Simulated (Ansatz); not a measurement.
The starting structures come from a database of crystals and need not be the phases stable at ambient conditions.

 Where the default PAW files enter, the runs use the earlier of Ansatz's two default sets.

Data:

```
CELL_PARAMETERS angstrom
      3.80773     0.00000     0.00000
     -1.90386     3.29759     0.00000
      0.00000     0.00000    43.59854
ATOMIC_POSITIONS crystal
  Zn 0.00000 0.00000 0.14310
  Zn 0.33333 0.66667 0.64290
  Zn 0.33333 0.66667 0.21430
  Zn 0.66667 0.33333 0.07150
  Zn 0.00000 0.00000 0.85710
  Zn 0.00000 0.00000 0.57160
  Zn 0.33333 0.66667 0.78570
  Zn 0.33333 0.66667 0.35720
  Zn 0.33333 0.66667 0.00000
  Zn 0.00000 0.00000 0.42850
  Zn 0.66667 0.33333 0.92850
  Zn 0.66667 0.33333 0.28570
  Zn 0.66667 0.33333 0.49990
  Zn 0.66667 0.33333 0.71430
  S  0.00000 0.00000 0.19650
  S  0.66667 0.33333 0.33930
  S  0.00000 0.00000 0.91060
  S  0.33333 0.66667 0.83930
  S  0.33333 0.66667 0.41060
  S  0.66667 0.33333 0.55360
  S  0.33333 0.66667 0.26780
  S  0.66667 0.33333 0.76790
  S  0.66667 0.33333 0.98200
  S  0.33333 0.66667 0.69630
  S  0.33333 0.66667 0.05360
  S  0.00000 0.00000 0.48190
  S  0.00000 0.00000 0.62510
  S  0.66667 0.33333 0.12510
```

Space group of this cell: P3m1. The cell is taken as given; by LDA its mean pressure is -3.9 GPa.

Transport runs along the normal of the first two printed cell vectors, the (001) plane of the conventional cell.

No gap correction and no spin-orbit coupling; mid-gap values are interpolated between computed energies.

Q: Give the band gap and the smallest decay constant κ at mid-gap that LDA run with Ansatz (an electronic-structure program) yields.

A: Gap 1.91 eV on a 12×12×1 mesh; κ = 0.133 1/Å, at the zone centre.
